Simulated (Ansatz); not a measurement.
Seebeck coefficient (μV/K, mean over directions) of p-type GaN (P6_3mc) against carrier density, r2SCAN with spin-orbit coupling, rigid bands (Ansatz, a quantum-chemistry and plane-wave program). Computed gap 2.35 eV; densities at which minority carriers matter at this gap, or further valleys turn the trend, are left out. Conductivity mass 1.52 mₑ (harmonic mean over directions), N_v = 8.9e19 cm⁻³ at 300 K.

```
hole density  300 K  500 K
------------  -----  -----
1e16 cm⁻³         ?   1086
1e17 cm⁻³       816    888
1e18 cm⁻³       618    689
3e18 cm⁻³       523    595
1e19 cm⁻³       420    491
3e19 cm⁻³         ?    397
1e20 cm⁻³       231      ?
3e20 cm⁻³       151    208
1e21 cm⁻³        80    123
```

### Question
Some entries are withheld; supply them.

### Answer

- 1e16 cm⁻³, 300 K: 1014
- 3e19 cm⁻³, 300 K: 328
- 1e20 cm⁻³, 500 K: 296

Rigid bands with a gap fixed in temperature, one relaxation time for all states, no polarons or phonon drag, and whether or not such doping can be reached. Geometry: cell and atoms relaxed with PBEsol.
